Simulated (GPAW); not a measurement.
## A self-consistent single point of Hf2CuSb3 (P-4m2, 6 atoms in the cell) with GPAW

Level of theory: PBEsol, GPAW PAW datasets PBEsol (made by gpaw-setup) (plane waves; GPAW).

Input as run:

```python
from ase import Atoms
from ase.units import GPa
from gpaw import GPAW, PW

atoms = Atoms(['Sb', 'Cu', 'Hf', 'Hf', 'Sb', 'Sb'],
              cell=[[3.921600, 0.000000, 0.000000],
                    [0.000000, 3.921600, 0.000000],
                    [0.000000, 0.000000, 8.594700]],
              positions=[[1.960800, 1.960800, 0.000000],
                         [0.000000, 0.000000, 0.000000],
                         [0.000000, 1.960800, 6.308510],
                         [1.960800, 0.000000, 2.286190],
                         [0.000000, 1.960800, 3.283175],
                         [1.960800, 0.000000, 5.311525]],
              pbc=True)

calc = GPAW(mode=PW(850),
            xc='PBEsol',
            kpts=(5, 5, 3),
            occupations={'name': 'methfessel-paxton', 'width': 0.1, 'order': 0},
            nbands=-12,
            convergence={'density': 1e-05},
            symmetry={'symmorphic': False, 'tolerance': 0.0005},
            maxiter=120)

atoms.calc = calc

energy = atoms.get_potential_energy()
print('Energy (eV):', round(energy, 6))
forces = atoms.get_forces()
print('Forces (eV/Ang):')
print(forces.round(5))
stress = atoms.get_stress()
print('Stress (GPa, Voigt):', (stress / GPa).round(4))
```

Output, abridged:

```
Input parameters:
  convergence: {density: 1e-05}
  kpts: [5 5 3]
  maxiter: 120
  mode: {ecut: 850.0,
         name: pw}
  nbands: -12
  occupations: {name: methfessel-paxton,
                order: 0,
                width: 0.1}
  symmetry: {symmorphic: False,
             tolerance: 0.0005}
  xc: PBEsol

species:
  Sb:
    name: Antimony
    Z: 51.0
    valence: 15
    core: 36
    charge: 0.0
    file: Sb.PBEsol.gz

    # Using partial waves for Sb as LCAO basis

  Cu:
    name: Copper
    Z: 29.0
    valence: 11
    core: 18
    charge: 0.0
    file: Cu.PBEsol.gz

    # Using partial waves for Cu as LCAO basis

  Hf:
    name: Hafnium
    Z: 72.0
    valence: 12
    core: 60
    charge: 0.0
    file: Hf.PBEsol.gz

    # Using partial waves for Hf as LCAO basis

Reference energy: -1393123.581511  # eV

Spin-paired calculation

Convergence criteria:
 Maximum [total energy] change in last 3 cyles: 0.0005 eV / valence electron
 Maximum integral of absolute [dens]ity change: 1e-05 electrons / valence electron
 Maximum integral of absolute [eigenst]ate change: 4e-08 eV^2 / valence electron
 Maximum number of scf [iter]ations: 120

Symmetries present (total): 8
Symmetries with fractional translations: 0
75 k-points: 5 x 5 x 3 Monkhorst-Pack grid
12 k-points in the irreducible part of the Brillouin zone
       k-points in crystal coordinates                weights
   0:     0.00000000    0.00000000    0.00000000          1/75
   1:     0.00000000    0.00000000    0.33333333          2/75
   2:     0.20000000    0.00000000    0.00000000          4/75
   [... 7 lines left out ...]
          ...
  11:     0.40000000    0.40000000    0.33333333          8/75

Wave functions: Plane wave expansion
  Cutoff energy: 850.000 eV
  Number of coefficients (min, max): 7407, 7469
  Pulay-stress correction: 0.000000 eV/Ang^3 (de/decut=0.000000)

Occupation numbers: Methfessel-Paxton:
  width: 0.1000  # eV
  order: 0

Eigensolver

Densities:
  Coarse grid: 27*27*60 grid
  Fine grid: 54*54*120 grid
  Total Charge: 0.000000

Density mixing:
  Method: separate
  Backend: pulay
  Linear mixing parameter: 0.05
  old densities: 5
  Damping of long wavelength oscillations: 50

Hamiltonian:
  XC and Coulomb potentials evaluated on a 54*54*120 grid
  External potential:
    NoExternalPotential

XC parameters: PBEsol with 2 nearest neighbor stencil

Number of atoms: 6
Number of atomic orbitals: 62
Number of bands in calculation: 52
Number of valence electrons: 80
Bands to converge: occupied

Density initialized from atomic densities
  52 bands from LCAO basis set

Atomic positions and initial magnetic moments

Positions:
   0 Sb     1.960800    1.960800    0.000000    ( 0.0000,  0.0000,  0.0000)
   1 Cu     0.000000    0.000000    0.000000    ( 0.0000,  0.0000,  0.0000)
   2 Hf     0.000000    1.960800    6.308510    ( 0.0000,  0.0000,  0.0000)
   3 Hf     1.960800    0.000000    2.286190    ( 0.0000,  0.0000,  0.0000)
   4 Sb     0.000000    1.960800    3.283175    ( 0.0000,  0.0000,  0.0000)
   5 Sb     1.960800    0.000000    5.311525    ( 0.0000,  0.0000,  0.0000)

Unit cell:
           periodic     x           y           z      points  spacing
  1. axis:    yes    3.921600    0.000000    0.000000    27     0.1452
  2. axis:    yes    0.000000    3.921600    0.000000    27     0.1452
  3. axis:    yes    0.000000    0.000000    8.594700    60     0.1432

  Lengths:   3.921600   3.921600   8.594700
  Angles:   90.000000  90.000000  90.000000

Effective grid spacing dv^(1/3) = 0.1446

     iter     time        total  log10-change:
                         energy   eigst   dens
iter:   1 --:--:--   -39.378821
iter:   2 --:--:--   -37.790097   -0.38  -1.44
iter:   3 --:--:--   -37.645187   -1.19  -1.51
iter:   4 --:--:--   -37.639320   -1.05  -1.54
iter:   5 --:--:--   -37.479048   -2.08  -1.84
iter:   6 --:--:--   -37.977860   -1.18  -1.94
iter:   7 --:--:--   -37.453166   -2.10  -2.10
iter:   8 --:--:--   -37.423712   -3.25  -2.42
iter:   9 --:--:--   -37.384642   -3.11  -2.49
iter:  10 --:--:--   -37.349270   -2.85  -2.69
iter:  11 --:--:--   -37.347249c  -3.88  -2.98
iter:  12 --:--:--   -37.345825c  -4.13  -3.01
iter:  13 --:--:--   -37.345746c  -5.11  -3.18
iter:  14 --:--:--   -37.345794c  -4.84  -3.24
iter:  15 --:--:--   -37.345847c  -5.31  -3.46
iter:  16 --:--:--   -37.345685c  -5.60  -3.57
   [... 2 lines left out ...]
iter:  19 --:--:--   -37.345559c  -6.00  -3.93
iter:  20 --:--:--   -37.345559c  -6.21  -4.15
iter:  21 --:--:--   -37.345566c  -7.17  -4.21
iter:  22 --:--:--   -37.345580c  -6.27  -4.24
iter:  23 --:--:--   -37.345564c  -6.88  -4.29
iter:  24 --:--:--   -37.345564c  -8.02c -4.37
iter:  25 --:--:--   -37.345570c  -6.68  -4.40
iter:  26 --:--:--   -37.345562c  -7.80c -4.78
iter:  27 --:--:--   -37.345561c  -8.70c -4.90
iter:  28 --:--:--   -37.345562c  -7.96c -4.97
iter:  29 --:--:--   -37.345562c  -8.65c -5.33c

Converged after 29 iterations.

Dipole moment: (-0.000000, -0.000000, 0.000000) |e|*Ang

Energy contributions relative to reference atoms: (reference = -1393123.581511)

Kinetic:        -18.170854
Potential:      +13.737202
External:        +0.000000
XC:             -32.469930
Entropy (-ST):   -0.022626
Local:           -0.430666
SIC:             +0.000000
--------------------------
Free energy:    -37.356875
Extrapolated:   -37.345562

Showing only first 2 kpts
 Kpt  Band  Eigenvalues  Occupancy
  0    38      7.78124    2.00000
  0    39      9.61925    0.00000
  0    40      9.61925    0.00000
  0    41      9.66105    0.00000

  1    38      7.73903    2.00000
  1    39      8.81233    0.25866
  1    40      9.75258    0.00000
  1    41      9.75258    0.00000

Fermi level: 8.73246

No gap
No difference between direct/indirect transitions
Energy (eV): -37.345562

Forces in eV/Ang:
  0 Sb    0.00000    0.00000    0.00000
  1 Cu    0.00000    0.00000    0.00000
  2 Hf    0.00000    0.00000    0.21998
  3 Hf   -0.00000    0.00000   -0.21998
  4 Sb    0.00000    0.00000   -0.32242
  5 Sb    0.00000    0.00000    0.32242

Stress tensor:
     0.031031     0.000000     0.000000
     0.000000     0.031031     0.000000
     0.000000     0.000000     0.023048
Stress (GPa, Voigt): [4.9717 4.9717 3.6927 0.     0.     0.    ]
```

The run converged in 29 iterations. GPAW prints stress with tension positive.

The starting cell comes from a database of published, mostly measured structures (it also holds non-ambient and calculated ones), without a prior relaxation at this level. Spin-orbit coupling is off. Spin polarisation is off. With a pressure of about -5 GPa the cell is away from its equilibrium volume at this level.

Cost on one core of a shared machine: roughly 3 min.
